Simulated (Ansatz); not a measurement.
Input:

```xyz
6
Lattice="4.7689 0.0000 0.0000 0.0000 4.7694 0.0000 0.0000 0.0000 3.2120" Properties=species:S:1:pos:R:3 pbc="T T T"
Sn     2.3845     2.3847     1.6060
Sn     0.0000     0.0000     0.0000
O      1.4603     1.4611     0.0000
O      3.3086     3.3083     0.0000
O      3.8448     0.9236     1.6060
O      0.9242     3.8458     1.6060
```

The numbers are results of PBEsol with spin-orbit coupling, rigid bands (plane waves, PAW; Ansatz, an electronic-structure program), not measurements. Geometry: cell and atoms relaxed with PBEsol.

Predict the hole conductivity mass (n e² τ/σ) at 300 K, by direction if it differs.

1.41 (x), 1.40 (y), 1.97 (z) mₑ.

Predict the electron conductivity mass (n e² τ/σ) at 300 K, by direction if it differs.

0.198 (x), 0.198 (y), 0.177 (z) mₑ.

And the band gap?

0.93 eV at this level; semilocal functionals usually fall short of the measured gap.

Rigid bands, one relaxation time for all states, no polarons.
